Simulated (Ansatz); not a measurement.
Input for (CdS)9/(CdSe)6 zinc blende (111) superlattice on InP (CdS and CdSe held in this type, which need not be the stable form):

Ansatz 0.2 input:
```yaml
crystal:
  lattice:
    - [4.214356398, 0.0, 0.0]
    - [-2.107178199, 3.649739702, 0.0]
    - [0.0, 0.0, 52.825705536]
  atoms:
    - { symbol: Cd, position: [0.0, 0.0, 0.001079827] }
    - { symbol: S, position: [0.0, 0.0, 0.049552799] }
    - { symbol: Cd, position: [0.333333333, 0.666666667, 0.06543463] }
    - { symbol: S, position: [0.333333333, 0.666666667, 0.114048849] }
    - { symbol: Cd, position: [0.666666667, 0.333333333, 0.129951238] }
    - { symbol: S, position: [0.666666667, 0.333333333, 0.178554483] }
    - { symbol: Cd, position: [0.0, 0.0, 0.194462743] }
    - { symbol: S, position: [0.0, 0.0, 0.24307377] }
    - { symbol: Cd, position: [0.333333333, 0.666666667, 0.258986505] }
    - { symbol: S, position: [0.333333333, 0.666666667, 0.307598912] }
    - { symbol: Cd, position: [0.666666667, 0.333333333, 0.323512213] }
    - { symbol: S, position: [0.666666667, 0.333333333, 0.372122942] }
    - { symbol: Cd, position: [0.0, 0.0, 0.388031547] }
    - { symbol: S, position: [0.0, 0.0, 0.43664067] }
    - { symbol: Cd, position: [0.333333333, 0.666666667, 0.452539225] }
    - { symbol: S, position: [0.333333333, 0.666666667, 0.501141883] }
    - { symbol: Cd, position: [0.666666667, 0.333333333, 0.517033365] }
    - { symbol: S, position: [0.666666667, 0.333333333, 0.565663379] }
    - { symbol: Cd, position: [0.0, 0.0, 0.581540611] }
    - { symbol: Se, position: [0.0, 0.0, 0.632237028] }
    - { symbol: Cd, position: [0.333333333, 0.666666667, 0.651591834] }
    - { symbol: Se, position: [0.333333333, 0.666666667, 0.702106498] }
    - { symbol: Cd, position: [0.666666667, 0.333333333, 0.721480445] }
    - { symbol: Se, position: [0.666666667, 0.333333333, 0.771994749] }
    - { symbol: Cd, position: [0.0, 0.0, 0.791374574] }
    - { symbol: Se, position: [0.0, 0.0, 0.841888776] }
    - { symbol: Cd, position: [0.333333333, 0.666666667, 0.861273086] }
    - { symbol: Se, position: [0.333333333, 0.666666667, 0.911785338] }
    - { symbol: Cd, position: [0.666666667, 0.333333333, 0.931163673] }
    - { symbol: Se, position: [0.666666667, 0.333333333, 0.981674808] }
basis:
  ecutwfc: 500
  ecutrho_ratio: 4
  xc_grid: 4
kpoints:
  mp_grid: { grid: [9, 9, 1] }
hamiltonian:
  xc: r2scan
  dispersion: none
  pseudopotentials: { kind: paw }
scf:
  n_extra_bands: 29
  occupations: { method: fermi_dirac, width: 0.01 }
  convergence: { dr2_threshold: 0.000000001 }
output:
  eigenstates:
    kpoints:
      - [0, 0, 0]
      - [0, 0, 0.5]
      - [0.333333333333, 0.333333333333, 0]
      - [0.5, 0, 0]
    e_range: [-4, 6]
    localisation: true
  eigenvalues: true
```

All values below come from r2SCAN (plane waves to 500 eV, PAW; Ansatz, a first-principles code). Scalar-relativistic, without spin–orbit coupling. Its k-point mesh 9×9×1, Fermi–Dirac width 0.01 eV.

**Question.** Write the closing report of this run, without the band table and long remarks, to eight decimals at most.

**Answer.** 
```
SCF converged after 10 iterations
Free energy (F): -165067.238010 eV
Harris-Foulkes:  -165067.238010 eV  (|F-HF|=5.53e-10)
Internal energy: -165067.238010 eV  (E = F + TS)
E sigma→0 (E₀):  -165067.238010 eV
Fermi energy:    7.213786 eV
--- Per-component energies (eV) ---
  E_band       = -10561.125602
  E_kinetic    = 9244.728580
  E_local      = -114592.797523  (includes V_loc(G=0)·N_el)
  E_nonlocal   = -2795.580452
  E_hartree    = 54824.014682
  E_xc         = -3935.397315
  E_vxc        = -5166.218124  (∫ρ·V_xc dr)
  E_paw        = -78632.238068  (= ΣΔE_a)
  E_vpaw       = -7229.881314  (= ΣTr[D̂ρ^β])
  E_aug_tail   = -0.001185  (compensation charges beyond the density's cutoff)
  E_vtau       = 330.602959  (kinetic-family band-sum trace: ∫τ·v_τ [+ j·A + Jᵃ·Aᵃ] dr)
  E_ewald      = -29159.918646
  E_core_change = -20.048083  (= ΣΔE_core)
  E_smearing   = 0.000000  (= −TS)
  E_closure    = 0.000000  (closes the sum)
  Σ components = -165067.238010   (vs F -165067.238010, Δ=0.00e0)
```

Cost: roughly 8 core-minutes.
